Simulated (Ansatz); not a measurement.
Band-edge transport in semiconductors and insulators: compounds that share space group F-43m and stoichiometry, PBEsol, rigid bands (Ansatz, a program for electronic structure); geometry: cell and atoms relaxed with PBEsol.

```csv
Compound,volume per atom (Å³),band gap,electron conductivity mass,"Seebeck coefficient, n-type 1e19 cm⁻³"
AlP,20.5,1.45 eV,[?],-262 μV/K
SiC,10.3,1.24 eV,0.30 mₑ,-249 μV/K
BeSe,16.9,2.47 eV,0.35 mₑ,-271 μV/K
GaAs,22.6,0.42 eV,0.033 mₑ,-33 μV/K
GaP,20.1,1.45 eV,0.34 mₑ,-332 μV/K
CdSe,28.1,[?],0.061 mₑ,[?]
InP,25.4,0.57 eV,0.056 mₑ,-43 μV/K
BP,11.5,1.11 eV,0.33 mₑ,-336 μV/K
```

**Question.** Fill in the missing entries.

**Answer.** 
- AlP, electron conductivity mass: 0.33 mₑ
- CdSe, band gap: 0.48 eV
- CdSe, Seebeck coefficient, n-type 1e19 cm⁻³: -47 μV/K

Masses are for dilute carriers at 300 K, harmonic means over directions unless an axis is named. Seebeck coefficients are for the stated density at 300 K, with one relaxation time for all states and whether or not that doping can be reached. Spin-orbit coupling is left out.
